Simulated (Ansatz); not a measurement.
## ZnGeP2 under a change: pressure 0.9 GPa

Base system: ZnGeP$_{2}$ in the chalcopyrite structure (space group I-42d, No. 122; a = 5.374 Å, c = 10.625 Å).

Modification: cell and atoms relaxed at a pressure of 0.9 GPa.

All numbers come from Ansatz (a first-principles code), LDA, PAW, cutoff 420 eV, no SOC. Γ-centred 9×9×9 mesh, Fermi–Dirac width 0.05 eV.

```json
[
 {"quantity": "volume per atom", "base": "19.18 Å³", "changed": "18.99 Å³", "shift": "-0.19 Å³"},
 {"quantity": "density", "base": "4.33 g/cm³", "changed": "4.37 g/cm³", "shift": "+0.04 g/cm³"},
 {"quantity": "lattice parameter a", "base": "537.4 pm", "changed": "535.6 pm", "shift": "-1.8 pm"},
 {"quantity": "c/a ratio", "base": "1.977", "changed": "1.977", "shift": "0.000"},
 {"quantity": "shortest interatomic distance", "base": "231.7 pm", "changed": "231.0 pm", "shift": "-0.7 pm"},
 {"quantity": "enthalpy H = E + PV relative to the base's energy", "base": "–", "changed": "+0.11 eV/atom", "shift": "–"},
 {"quantity": "band gap", "base": "1.00 eV", "changed": "0.99 eV", "shift": "-0.01 eV"},
 {"quantity": "gap character", "base": "indirect, Γ → M–S (33 % along)", "changed": "indirect, Γ → M–S (33 % along)", "shift": "–"},
 {"quantity": "smallest direct gap", "base": "1.18 eV", "changed": "1.16 eV", "shift": "-0.02 eV"},
 {"quantity": "width of the top valence band", "base": "1.56 eV", "changed": "1.59 eV", "shift": "+0.03 eV"},
 {"quantity": "hole mass", "base": "0.099 mₑ along c, 0.32 mₑ across (at Γ)", "changed": "0.10 mₑ along c, 0.32 mₑ across (at Γ)", "shift": "–"},
 {"quantity": "valence-band top at Γ (three highest levels, from the VBM)", "base": "0.00, -0.07, -0.07 eV", "changed": "0.00, -0.07, -0.07 eV", "shift": "–"}
]
```

Load acts through the strain it causes; cell and atoms are relaxed under it. Masses are band curvatures over ±0.01 Å⁻¹ around the edge. Stability against distortions was not tested.
